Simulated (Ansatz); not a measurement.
The boundary is one mirror-built cell; no search for the lowest one was made.

System: Σ3 (111) symmetric tilt boundary in fcc Cu, with one F atom a cell (5.7 Å²) in the boundary; relaxed on a coarser mesh with the in-plane cell held.

Given:

```
Cu20F
1.0
    2.56656     0.00000     0.00000
    1.28328     2.22270     0.00000
    0.00000     0.00000    43.16282
Cu F
20 1
Direct
  0.00000   0.00000   0.02339
  0.66667   0.66667   0.07202
  0.33333   0.33333   0.12051
  0.00000   0.00000   0.16905
  0.66667   0.66667   0.21757
  0.33333   0.33333   0.26609
  0.00000   0.00000   0.31461
  0.66667   0.66667   0.36314
  0.33333   0.33333   0.41171
  0.00000   0.00000   0.45922
  0.66667   0.66667   0.53917
  0.00000   0.00000   0.58658
  0.33333   0.33333   0.63516
  0.66667   0.66667   0.68364
  0.00000   0.00000   0.73217
  0.33333   0.33333   0.78069
  0.66667   0.66667   0.82922
  0.00000   0.00000   0.87774
  0.33333   0.33333   0.92627
  0.66667   0.66667   0.97475
  0.33333   0.33333   0.49951
```

Zero-bias coherent transport, averaged over 0.1 eV about the Fermi level.

Values are means of three energies within 0.05 eV of the Fermi level, on a potential converged at a Fermi-Dirac width of 0.05 eV. Resistances leave out the leads' Sharvin resistance. Spin-orbit coupling is left out.

**Question.** Estimate the specific resistance of the junction and the share of channels that pass that PBE (Ansatz, a program for electronic structure) returns for this system.

**Answer.** AR = 2.8 × 10⁻¹⁵ Ω m²; 25 % of the channels of the narrower lead pass.
